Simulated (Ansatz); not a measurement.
The slab is Si(111) 1x1 surface, 6 top atoms, 3 bilayers, bottom bilayer H-capped and fixed, every top atom capped by H; cell 11.5 x 6.6 Å; two neighbouring H replaced by OH; about 7 Å thick over the host's atoms, 18 atoms held. All values below come from PBE-D3(BJ) (plane waves to 420 eV, PAW; Ansatz, a first-principles code). k mesh 1 x 2 x 1. The slab states were run without spin polarisation. Results hold for this slab, coverage and mesh. All energies are electronic energies at 0 K, without vibrations. Each state was relaxed from one prepared geometry.

One H2O a cell is brought to the surface left by an earlier step (the surface fragment of BH3 exchanges a second ligand with a neighbouring O-H group), after H2 has left. Relaxed result near the molecule:

```
atom    x (Å)   y (Å)   z (Å)
------  -----  ------  ------
Si(1)   2.074   3.366   9.507
Si(15)  3.838  -0.019   9.381
Si(16)  5.583   3.354   9.509
H(29)   3.848  -0.176  10.890
O(46)   5.066   3.374  11.090
O(48)   2.563   3.423  11.100
B(a0)   3.825   3.468  11.774
H(a3)   3.828   4.174  12.758
O(c0)   3.812   1.843  12.664
H(c1)   2.902   1.750  12.999
H(c2)   3.920   1.118  12.005
```

### Question
What is the adsorption energy against the free H2O and the slab before, and how much of it is dispersion?

### Answer
-0.17 eV (negative: bound); the D3 term gives -0.15 eV of it. Its closest contacts to the rest of the cell: H(c2)...H(29) 1.71 Å, O(c0)...B(a0) 1.85 Å, H(c1)...B(a0) 2.30 Å.

Here BH3 is the monomer.
